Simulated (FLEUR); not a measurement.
## Effort and miss along a sweep of Kmax: CoGa (Pm-3m, 2 atoms in the cell)

```xyz
2
Lattice="2.9226 0.0000 0.0000 0.0000 2.9226 0.0000 0.0000 0.0000 2.9226" Properties=species:S:1:pos:R:3 pbc="T T T"
Ga     1.4613     1.4613     1.4613
Co     0.0000     0.0000     0.0000
```

Level of theory: PBE, all-electron FLAPW (FLEUR), scalar-relativistic valence.

Base settings: Kmax = 3.5 1/bohr; GmaxXC = 14 1/bohr; xcFunctional = pbe; jspins = 1; l_soc = F; mode = gauss; fermiSmearingEnergy = 0.00734986 Htr; mesh (inpgen div1-3) = 15 15 15; inpgen gamma flag = false; Gmax = 14 1/bohr.

Misses are taken against the tightest run, 4.95 1/bohr (Gmax: 14 1/bohr → 19.8 1/bohr; GmaxXC: 14 1/bohr → 19.8 1/bohr), which need not be fully converged itself. The energy is the total energy (no entropy term) per atom.

Core times come from one kind of shared machine and are given to one figure; runs under 30 s give none.

The starting cell has typed, rounded lattice constants, without a prior relaxation at this level. Its lattice was rescaled by a random factor within 2.5 % of one. Spin polarisation is off. Values depend on the basis (sphere radii, cutoffs, local orbitals), which need not be converged.

The runs (Kmax): 2.21 1/bohr (Gmax: 14 1/bohr → 8.8 1/bohr; GmaxXC: 14 1/bohr → 8.8 1/bohr) | 2.47 1/bohr (Gmax: 14 1/bohr → 9.9 1/bohr; GmaxXC: 14 1/bohr → 9.9 1/bohr) | 2.71 1/bohr (Gmax: 14 1/bohr → 10.8 1/bohr; GmaxXC: 14 1/bohr → 10.8 1/bohr) | 2.93 1/bohr (Gmax: 14 1/bohr → 11.7 1/bohr; GmaxXC: 14 1/bohr → 11.7 1/bohr) | 3.13 1/bohr (Gmax: 14 1/bohr → 12.5 1/bohr; GmaxXC: 14 1/bohr → 12.5 1/bohr) | 3.32 1/bohr (Gmax: 14 1/bohr → 13.3 1/bohr; GmaxXC: 14 1/bohr → 13.3 1/bohr) | 3.5 1/bohr | 3.75 1/bohr (Gmax: 14 1/bohr → 15 1/bohr; GmaxXC: 14 1/bohr → 15 1/bohr) | 3.99 1/bohr (Gmax: 14 1/bohr → 16 1/bohr; GmaxXC: 14 1/bohr → 16 1/bohr) | 4.29 1/bohr (Gmax: 14 1/bohr → 17.2 1/bohr; GmaxXC: 14 1/bohr → 17.2 1/bohr) | 4.63 1/bohr (Gmax: 14 1/bohr → 18.5 1/bohr; GmaxXC: 14 1/bohr → 18.5 1/bohr) | 4.95 1/bohr (Gmax: 14 1/bohr → 19.8 1/bohr; GmaxXC: 14 1/bohr → 19.8 1/bohr).

**Question.** Which is the coarsest setting among those run that, with all tighter ones, holds the energy within 20 meV/atom of the reference, and what does it save?

**Answer.** 4.29 1/bohr (Gmax: 14 1/bohr → 17.2 1/bohr; GmaxXC: 14 1/bohr → 17.2 1/bohr), off by 9.9 meV/atom; its saving against the reference is no more than about a factor of 2 in time.

| Kmax | energy less reference (meV/atom) | core time / reference (rough) |
|---|---|---|
| 2.21 1/bohr (Gmax: 14 1/bohr → 8.8 1/bohr; GmaxXC: 14 1/bohr → 8.8 1/bohr) | 12961.49 | 0.3 |
| 2.47 1/bohr (Gmax: 14 1/bohr → 9.9 1/bohr; GmaxXC: 14 1/bohr → 9.9 1/bohr) | 6083.46 | 0.4 |
| 2.71 1/bohr (Gmax: 14 1/bohr → 10.8 1/bohr; GmaxXC: 14 1/bohr → 10.8 1/bohr) | 2822.73 | 0.4 |
| 2.93 1/bohr (Gmax: 14 1/bohr → 11.7 1/bohr; GmaxXC: 14 1/bohr → 11.7 1/bohr) | 1310.22 | 0.4 |
| 3.13 1/bohr (Gmax: 14 1/bohr → 12.5 1/bohr; GmaxXC: 14 1/bohr → 12.5 1/bohr) | 641.87 | 0.3 |
| 3.32 1/bohr (Gmax: 14 1/bohr → 13.3 1/bohr; GmaxXC: 14 1/bohr → 13.3 1/bohr) | 326.09 | 0.5 |
| 3.5 1/bohr | 173.55 | 0.3 |
| 3.75 1/bohr (Gmax: 14 1/bohr → 15 1/bohr; GmaxXC: 14 1/bohr → 15 1/bohr) | 70.35 | 0.5 |
| 3.99 1/bohr (Gmax: 14 1/bohr → 16 1/bohr; GmaxXC: 14 1/bohr → 16 1/bohr) | 29.27 | 0.5 |
| 4.29 1/bohr (Gmax: 14 1/bohr → 17.2 1/bohr; GmaxXC: 14 1/bohr → 17.2 1/bohr) | 9.93 | 0.5 |
| 4.63 1/bohr (Gmax: 14 1/bohr → 18.5 1/bohr; GmaxXC: 14 1/bohr → 18.5 1/bohr) | 2.53 | 0.7 |
| 4.95 1/bohr (Gmax: 14 1/bohr → 19.8 1/bohr; GmaxXC: 14 1/bohr → 19.8 1/bohr) | 0.00 | 1 |
